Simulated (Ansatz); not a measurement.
Base system: GaN in the wurtzite structure (space group P6_3mc, No. 186; a = 3.1826 Å, c = 5.1854 Å). Axes: x lies along a and z along c of the hexagonal cell.

All numbers come from PBEsol (Ansatz, a program for electronic structure; PAW; 420 eV plane waves; no spin-orbit coupling).

One thing is altered: the cell is scaled by 0.9700 in all directions, atoms relaxed at fixed cell.

Task: Predict the stress tensor and what it implies for the stiffness.

Result: Stress of the strained cell less that of the base (GPa, compression positive):
```
  20.98    0.00    0.00
   0.00   20.98    0.00
   0.00    0.00   21.14
```

Then B = −ΔP/(ΔV/V₀) with ΔV/V₀ = -0.0873 gives secant stiffness values (nonlinear terms included at this strain): B (at held cell shape, above the free-shape value) ≈ 241 GPa.

As a check, the harmonic strain energy −½ V₀ Δσ:ε is 67 meV/atom; the computed energy rise is 60 meV/atom.

Whether these cells are dynamically stable was not tested.
